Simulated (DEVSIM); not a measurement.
Structure: Al/SiO2/n-Ge capacitor, at 300 K.

```
layer (left to right)  material  thickness (nm)  Nd (cm⁻³)
---------------------  --------  --------------  ---------
1                          SiO2            4.80          -
2                            Ge            1500     1.6e17
```

Metal gate on the left, work function 4.1 eV. Fixed charge at the semiconductor interface 7.1e11 cm⁻² (in units of +e); no interface traps.

Constants are typed, rounded textbook-type inputs, not results; the design itself was drawn at random and stands for no fabricated device. Values at 300 K.

```csv
parameter,SiO2,Ge
gap (eV),9,0.664
affinity (eV),0.9,4
permittivity,3.9,16
Nc (cm⁻³),-,1.04e19
Nv (cm⁻³),-,6e18
```

DEVSIM, 1D Poisson equation in equilibrium, Boltzmann statistics, complete ionisation; no quantum confinement or tunnelling. Metal contacts follow the ideal Schottky-Mott rule: no Fermi-level pinning, no interface dipoles.

The SiO2 thickness was swept, all else fixed.

```
SiO2 thickness (μm)  minimum of the low-frequency capacitance (μF/cm²)  threshold voltage (band bending 2φF) (V)  flat-band voltage (V)  capacitance of the dielectric stack (μF/cm²)
-------------------  -------------------------------------------------  ----------------------------------------  ---------------------  --------------------------------------------
0.0019                                                           0.213                                     -0.63                  -0.07                                          1.82
0.0026                                                           0.200                                         …                  -0.09                                          1.33
0.0034                                                           0.197                                     -0.76                  -0.12                                          1.02
0.0041                                                           0.184                                     -0.82                  -0.14                                         0.842
0.0048                                                           0.180                                     -0.88                  -0.17                                         0.719
0.0058                                                           0.172                                     -0.97                  -0.20                                         0.595
```

**Question.** Some entries are withheld; supply them.

**Answer.** 
- 0.0026, threshold voltage (band bending 2φF) (V): -0.69
